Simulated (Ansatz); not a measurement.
Ge₂Sb₂Te₅ (P-3m1, No. 164, 9 atoms in the cell; start mp-1224375), treated with PBE in Ansatz (plane waves, PAW).

Settings: plane-wave cutoff 520 eV, 12×12×2 k mesh (along the axes of the cell as run), Fermi–Dirac smearing 0.01 eV, scalar-relativistic PAW data made under PBE.

Cell (relaxed with PBE-D3(BJ)):

Space group P-3m1 (No. 164); a = b = 4.2329 Å, c = 16.8320 Å, α = β = 90.00°, γ = 120.00°

| atom | site | symmetry | x | y | z |
|---|---|---|---|---|---|
| Ge | 2d | 3m. | 0.6667 | 0.3333 | 0.1009 |
| Sb | 2c | 3m. | 0.0000 | 0.0000 | 0.3186 |
| Te | 1a | -3m. | 0.0000 | 0.0000 | 0.0000 |
| Te | 2d | 3m. | 0.3333 | 0.6667 | 0.1996 |
| Te | 2d | 3m. | 0.6667 | 0.3333 | 0.4213 |

Estimate the band gap that the calculation returns.


band gap: 0.11 eV

Note: cell and atoms aren't relaxed at this level (pressure 2.4 GPa).

Spin–orbit coupling is not included; it can close the smallest gap of 0.11 eV.

Static lattice: no zero-point or thermal effects.

A start named mp-… is a Materials Project structure, which need not be a measured phase.

Ansatz is an electronic-structure program.
